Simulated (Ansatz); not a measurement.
**AlCr2C, pressure series**

Base system: AlCr2C (space group P6_3/mmc, No. 194; a = 2.812 Å, c = 12.600 Å; non-magnetic).

Cell and atoms are relaxed at each pressure.

Calculations: PBEsol, PAW, 420 eV (Ansatz, a first-principles code; without spin-orbit coupling), earlier PAW set.

Notes on the quantities. enthalpy: H = E + PV relative to the base's energy.

```json
[
 {"variant": "base", "enthalpy": "–", "shortest interatomic distance": "1.941 Å", "density": "5.50 g/cm³"},
 {"variant": "pressure −2 GPa", "enthalpy": "-0.14 eV/atom", "shortest interatomic distance": "1.945 Å", "density": "5.45 g/cm³"},
 {"variant": "pressure −1 GPa", "enthalpy": "-0.07 eV/atom", "shortest interatomic distance": "1.943 Å", "density": "5.48 g/cm³"},
 {"variant": "pressure 0.3 GPa", "enthalpy": "+0.02 eV/atom", "shortest interatomic distance": "1.940 Å", "density": "5.51 g/cm³"},
 {"variant": "pressure 0.7 GPa", "enthalpy": "+0.05 eV/atom", "shortest interatomic distance": "1.939 Å", "density": "5.52 g/cm³"},
 {"variant": "pressure 1.5 GPa", "enthalpy": "+0.10 eV/atom", "shortest interatomic distance": "1.938 Å", "density": "5.54 g/cm³"},
 {"variant": "pressure 3 GPa", "enthalpy": "+0.20 eV/atom", "shortest interatomic distance": "1.935 Å", "density": "5.58 g/cm³"},
 {"variant": "pressure 5 GPa", "enthalpy": "+0.33 eV/atom", "shortest interatomic distance": "1.931 Å", "density": "5.63 g/cm³"},
 {"variant": "pressure 7.5 GPa", "enthalpy": "+0.50 eV/atom", "shortest interatomic distance": "1.927 Å", "density": "5.70 g/cm³"},
 {"variant": "pressure 10 GPa", "enthalpy": "+0.66 eV/atom", "shortest interatomic distance": "1.923 Å", "density": "5.76 g/cm³"}
]
```

Load acts through the strain it causes; cell and atoms are relaxed under it. No phonon test of stability was made. No other phases were tried under pressure. Seeded moments were not kept for the base. All final runs are without spin polarisation.
